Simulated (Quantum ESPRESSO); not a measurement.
Quantum ESPRESSO is run on La2MgCu2 (P4/mbm, 10 atoms in the cell), and the run fails. The aim is a self-consistent single point with DFT, PBEsol, plane waves, SSSP 1.1.2 efficiency (PBE) pseudopotentials.

The input file:

```fortran
&control
  calculation = 'scf',
  outdir = './out',
  pseudo_dir = './',
  tprnfor = .true.,
  tstress = .true.,
/
&system
  ibrav = 0,
  nat = 10,
  ntyp = 3,
  ecutwfc = 50,
  ecutrho = 400,
  occupations = 'smearing',
  smearing = 'mp',
  degauss = 0.0073499,
  input_dft = 'pbesol',
/
&electrons
  conv_thr = 1.0d-10,
  mixing_beta = 0.3,
/
ATOMIC_SPECIES
Cu    63.5460  Cu_pbe_v1.2.uspp.F.UPF
La   138.9055  La.GGA-PBE-paw-v1.0.UPF
Mg    24.3050  Mg.pbe-n-kjpaw_psl.0.3.0.UPF
CELL_PARAMETERS bohr
  14.9683316605     0.0000000000     0.0000000000
   0.0000000000    14.9683316605     0.0000000000
   0.0000000000     0.0000000000     7.4891736045
ATOMIC_POSITIONS alat
Cu    0.3805000000    0.8805000000    0.0000000000
Cu    0.1195000000    0.3805000000    0.0000000000
Cu    0.6195000000    0.1195000000    0.0000000000
Cu    0.8805000000    0.6195000000    0.0000000000
La    0.1736800000    0.6736800000    0.2501672790
La    0.3263200000    0.1736800000    0.2501672790
La    0.8263200000    0.3263200000    0.2501672790
La    0.6736800000    0.8263200000    0.2501672790
Mg    0.0000000000    0.0000000000    0.0000000000
Mg1    0.5000000000    0.5000000000    0.0000000000
K_POINTS automatic
2 2 4  0 0 0
```

Output, abridged:

```
     This program is part of the open-source Quantum ESPRESSO suite
     for quantum simulation of materials; please cite

 %%%%%%%%%%%%%%%%%%%%%%%%%%%%%%%%%%%%%%%%%%%%%%%%%%%%%%%%%%%%%%%%%%%%%%%%%%%%%%
     Error in routine read_cards (10):
     species Mg1 in ATOMIC_POSITIONS is nonexistent
 %%%%%%%%%%%%%%%%%%%%%%%%%%%%%%%%%%%%%%%%%%%%%%%%%%%%%%%%%%%%%%%%%%%%%%%%%%%%%%

     stopping ...
```

Question: From the messages shown, name the fault and mend the input.

Answer: The fault is an atom label that is not in the list of species. Labels in the positions must match the species card. To fix it, correct the label. The program stopped before any SCF iteration.

The sound input it was made from differs as follows (other fixes are possible):
```diff
-Mg1    0.5000000000    0.5000000000    0.0000000000
+Mg    0.5000000000    0.5000000000    0.0000000000
```

With that input, the run converged in 22 iterations: free energy E − TS -47430.8710 eV; Fermi level (on the code's own zero) 10.16 eV; pressure -3.11 GPa; largest force (vector length) 0.019 eV/Å (DFT, PBEsol, plane waves, SSSP 1.1.2 efficiency (PBE) pseudopotentials).

On the sound input: the starting cell comes from a database of published, mostly measured structures (it also holds non-ambient and calculated ones), without a prior relaxation at this level. Spin polarisation is off. With a pressure of about -3 GPa the cell is away from its equilibrium volume at this level. Without a gap this mesh is coarse (it stands for a supercell whose shortest vector is 16 Å).
